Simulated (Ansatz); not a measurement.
Start from YN in the rock salt structure (space group Fm-3m, No. 225).

```
YN
1.0
    0.00000     2.42808     2.42808
    2.42808     0.00000     2.42808
    2.42808     2.42808     0.00000
Y N
1 1
Direct
  0.00000   0.00000   0.00000
  0.50000   0.50000   0.50000
```

Cartesian axes are those of the cell as printed.

Computed with Ansatz (a first-principles code), PBEsol, PAW, cutoff 420 eV, no spin-orbit coupling.

Base values:

The band gap is 0.08 eV. The pressure comes out as 0.0 GPa and the volume per atom comes out as 14.31 Å³.

Perturbation: tensile biaxial strain of 3.00 % in the plane normal to [001], as in epitaxy on a mismatched substrate; the out-of-plane cell vector and the atoms relax.

How does this affect the band gap, pressure, energy relative to the base and volume per atom?

The band gap changes from 0.08 eV to zero; the pressure (mean of the normal stresses, compression positive) goes from zero to -6.4 GPa; the energy grows by 28 meV/atom; the volume per atom grows by 0.67 Å³, from 14.31 Å³ to 14.98 Å³.

The mesh was chosen for an insulator and is coarse for the gapless case. No phonon test of stability was made. All final runs are without spin polarisation. The zero or small gap of YN can change with the level of theory.
